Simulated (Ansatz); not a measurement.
ScAgSe2 (space group P-3m1, No. 164; a cell from a computed database, its experimental status unchecked)

```cif
data_AgScSe2
_chemical_formula_sum 'Sc1 Ag1 Se2'
_space_group_name_H-M_alt 'P-3m1'
_space_group_IT_number 164
_space_group_name_Hall '-P 3 2"'
_cell_length_a 3.89663
_cell_length_b 3.89663
_cell_length_c 6.62699
_cell_angle_alpha 90.000
_cell_angle_beta 90.000
_cell_angle_gamma 120.000
loop_
_atom_site_label
_atom_site_type_symbol
_atom_site_symmetry_multiplicity
_atom_site_Wyckoff_symbol
_atom_site_fract_x
_atom_site_fract_y
_atom_site_fract_z
_atom_site_occupancy
Sc1 Sc 1 a 0.00000 0.00000 0.00000 1
Ag1 Ag 1 b 0.00000 0.00000 0.50000 1
Se1 Se 2 d 0.33333 0.66667 0.23180 1
```

Calculations: r2SCAN/PAW in Ansatz (a first-principles code), no SOC, earlier PAW set. Γ-centred 10×10×5 mesh, Fermi–Dirac width 0.05 eV.

| Property | Value |
|---|---|
| Volume per atom | 21.79 Å³ |
| Density | 5.92 g/cm³ |
| Band gap | 0.98 eV, indirect, A → L |
| Total energy | -5176.501 eV/atom (σ→0; compares only within this code and set-up) |

Whether these cells are dynamically stable was not tested. All final runs are without spin polarisation.
